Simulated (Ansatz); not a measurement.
The starting structures come from a database of crystals and need not be the phases stable at ambient conditions.

By PBEsol, the system below comes out a metal.

The ballistic (Sharvin) conductance counts the channels at the Fermi level: G/A = (e²/h) × channels of both spins per area.

Data:

```
CELL_PARAMETERS angstrom
      4.30120     0.00000     0.00000
     -2.15060     3.72495     0.00000
      0.00000     0.00000     7.04456
ATOMIC_POSITIONS crystal
  Sr 0.33333 0.66667 0.25000
  Sr 0.66667 0.33333 0.75000
```

The cell is taken as given; by PBEsol it stands under a pressure of -0.8 GPa.

The current flows along the normal of the first two printed cell vectors, the (001) plane of the conventional cell. No spin-orbit coupling; the value is a mean over 0.1 eV about the Fermi level.

Problem. Compute, with PBEsol (Ansatz, a program for electronic structure), the ballistic conductance per area.

Solution. 0.29 × 10¹⁵ S/m² for both spins.
